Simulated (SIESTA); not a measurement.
Short convergence ladders for a (110) slab of LuCd (cut from a parent of space group no. 221; 8 atoms in the cell)

```yaml
crystal:
  lattice:
    - [3.62278, 0.00000, 0.00000]
    - [0.00000, 5.12339, 0.00000]
    - [0.00000, 0.00000, 21.68510]
  atoms:
    - { symbol: Lu, position: [0.50000, 0.75000, 0.32280] }
    - { symbol: Cd, position: [0.00000, 0.25000, 0.32280] }
    - { symbol: Lu, position: [0.50000, 0.25000, 0.44093] }
    - { symbol: Cd, position: [0.00000, 0.75000, 0.44093] }
    - { symbol: Lu, position: [0.50000, 0.75000, 0.55907] }
    - { symbol: Cd, position: [0.00000, 0.25000, 0.55907] }
    - { symbol: Lu, position: [0.50000, 0.25000, 0.67720] }
    - { symbol: Cd, position: [0.00000, 0.75000, 0.67720] }
```

Base method: SIESTA 5.4.2 with GGA PBEsol, numerical atomic orbitals DZP, PseudoDojo PBEsol standard norm-conserving potentials (rewritten from UPF to PSML).

Base settings: XC.functional = GGA; XC.authors = PBEsol; potentials = PseudoDojo PBEsol standard; PAO.BasisSize = DZP; PAO.EnergyShift = 0.01 Ry; MeshCutoff = 350 Ry; kgrid.MonkhorstPack = 4 3 1; OccupationFunction = FD; ElectronicTemperature = 1160.45 K; MaxSCFIterations = 150.

Core times come from one kind of shared machine, to one figure; runs under 30 s give none.

**The vacuum**

The mesh stays at the base's, so the ladder's end is converged at best in this setting alone.

Only quantities that move along the ladder and can be compared are tabulated; forces are left out, as grid noise moves with the cell.

| vacuum between outermost atoms (Å) | free energy less the last step's (meV/atom) |
|---|---|
| 3.0 | -338.73 |
| 4.0 | -170.37 |
| 5.0 | -67.86 |
| 6.0 | -11.04 |
| 7.0 | 0.11 |
| 8.0 | -0.04 |
| 10.0 | -0.13 |
| 12.0 | 0.46 |
| 14.0 | 0.02 |
| 17.0 | 0.10 |
| 20.0 | 0.05 |
| 25.0 | 0.12 |
| 30.0 | 0.00 |

Smallest vacuum between outermost atoms (Å) that holds the free energy within 1 meV/atom of the last step, with all finer ones: 7.0; the step before is off by 11 meV/atom.

**The k-point mesh**

Only quantities that move along the ladder and can be compared are tabulated.

| kgrid.MonkhorstPack | free energy less the last step's (meV/atom) | largest difference of a force vector from the last step's (eV/Å) | core time / last (rough) |
|---|---|---|---|
| 2 2 1 | -69.78 | 0.321 | 0.4 |
| 3 2 1 | 81.17 | 0.349 | 0.4 |
| 4 3 1 | 24.62 | 0.104 | 0.4 |
| 5 4 1 | 2.83 | 0.058 | 0.4 |
| 6 4 1 | 0.64 | 0.087 | 0.4 |
| 7 5 1 | -2.53 | 0.033 | 0.4 |
| 8 6 1 | -0.60 | 0.016 | 0.5 |
| 9 7 1 | 0.84 | 0.005 | 0.5 |
| 11 8 1 | -0.26 | 0.003 | 0.5 |
| 12 9 1 | 0.11 | 0.002 | 0.6 |
| 15 10 1 | -0.02 | 0.002 | 0.6 |
| 17 12 1 | 0.01 | 0.001 | 0.7 |
| 20 14 1 | 0.03 | 0.000 | 0.8 |
| 23 17 1 | 0.00 | 0.000 | 1 |

Coarsest kgrid.MonkhorstPack that holds the free energy within 1 meV/atom of the last step, with all finer ones: 8 6 1; the step before is off by 2.5 meV/atom.

Coarsest kgrid.MonkhorstPack that holds the forces within 0.005 eV/Å of the last step, with all finer ones: 9 7 1; the step before is off by 0.016 eV/Å.

**The cutoff of the real-space grid**

The mesh stays at the base's, so the ladder's end is converged at best in this setting alone.

Only quantities that move along the ladder and can be compared are tabulated.

```tsv
MeshCutoff	free energy less the last step's (meV/atom)	largest difference of a force vector from the last step's (eV/Å)	core time / last (rough)
175 Ry (190 Ry used)	-20.06	0.030	–
210 Ry (216 Ry used)	-15.71	0.022	0.3
245 Ry (263 Ry used)	-9.74	0.017	0.3
298 Ry (307 Ry used)	-5.65	0.009	0.4
350 Ry (367 Ry used)	-3.10	0.004	0.5
420 Ry (428 Ry used)	-2.24	0.005	0.5
525 Ry (526 Ry used)	-1.16	0.014	0.6
700 Ry (758 Ry used)	0.00	0.000	1
```

Coarsest MeshCutoff that holds the forces within 0.02 eV/Å: not settled: the last two steps still differ by 0.014 eV/Å, over half the tolerance, so the ladder does not show it.

State of the free energy at the end of the ladder: still drifting one way, by 2.2 meV/atom over the last two steps, so the last step is no safe reference.

On the base run: the starting cell comes from a database of computed structures (which also holds hypothetical and non-ambient phases and stackings), without a prior relaxation at this level. The slab is cut from that crystal, and its faces are unrelaxed. Its lattice was rescaled by up to half a per cent. Values carry the incompleteness of an atom-centred basis. Without a gap this mesh is coarse (it stands for a supercell whose shortest in-plane vector is 14 Å).
